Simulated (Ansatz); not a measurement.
Consider Al in the fcc (Cu type) structure (space group Fm-3m, No. 225; a = 3.984 Å; relaxed with 0.1 eV smearing).

All numbers come from LDA/PAW in Ansatz (a first-principles code), no spin-orbit coupling.

For the base:

```
Item       Result
--------  -------
Pressure  0.0 GPa
```

Modification: an isotropic linear strain of +2.50 %, atoms relaxed at fixed cell.

What happens to the energy relative to the base and pressure?

The energy goes up by 21 meV/atom; the pressure goes from zero to -5.2 GPa.

Whether these cells are dynamically stable was not tested.
